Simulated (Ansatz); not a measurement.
O vacancy (V_O) in metastable anatase TiO2 (start: the O site; 108-site cell, 2×2×2 shifted sampling), O-rich (Δμ(O) = 0.00 eV; only phases computed here count, gases as isolated molecules at 0 K). All values below come from PBE, PAW (plane waves to 420 eV; Ansatz, a quantum-chemistry and plane-wave program). In charge state +2 (not spin-polarised) the formation energy is -0.67 eV with the Fermi level at the valence-band maximum; take the Fermi level 1.10 eV above it, where this charge is the stable one. The crystal has 5.71 × 10^22 O sites per cm³.

Problem. Estimate the equilibrium concentration at 1300 K in the dilute limit, leaving out vibrational entropy and degeneracy.

Solution. E_f = -0.67 + (+2)(1.1) = 1.53 eV; kT = 0.1120 eV; c = N exp(−E_f / kT) = 5.71 × 10^22 × exp(−13.7) ≈ 7 × 10^16 cm^-3. An error of 0.2 eV in E_f moves this by a factor of 6.
